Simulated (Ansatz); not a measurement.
## What pressure 30 GPa does to SnS2

Consider SnS2 in the CdI2 type structure (space group P-3m1, No. 164; a = 3.626 Å, c = 5.573 Å; layered, stacked along the Cartesian z axis).

Modification: a hydrostatic pressure of 30 GPa.

All numbers come from PBEsol-D3(BJ) (Ansatz, an electronic-structure program; PAW; 420 eV plane waves; no SOC). k-mesh 11×11×6 (Γ-centred); smearing 0.05 eV (Fermi–Dirac).

| quantity | base | changed | shift |
|---|---|---|---|
| volume per atom | 21.15 Å³ | 15.93 Å³ | -5.226 Å³ |
| density | 4.78 g/cm³ | 6.35 g/cm³ | +1.57 g/cm³ |
| lattice parameter a | 3.626 Å | 3.417 Å | -0.209 Å |
| c/a ratio | 1.537 | 1.383 | -0.154 |
| shortest interatomic distance | 2.560 Å | 2.452 Å | -0.108 Å |
| enthalpy H = E + PV relative to the base's energy | – | +3.33 eV/atom | – |
| band gap | 0.96 eV | zero | – |

Cost of the whole job for the changed cell (relaxation, final SCF and bands): about 28 core-seconds (a rough figure).

The mesh was chosen for an insulator and is coarse for the gapless case. Load acts through the strain it causes; cell and atoms are relaxed under it. No phonon test of stability was made. No other phases were tried under pressure. All final runs are without spin polarisation. A zero or small gap of SnS2 under pressure 30 GPa can be the functional's error rather than a property of the material.
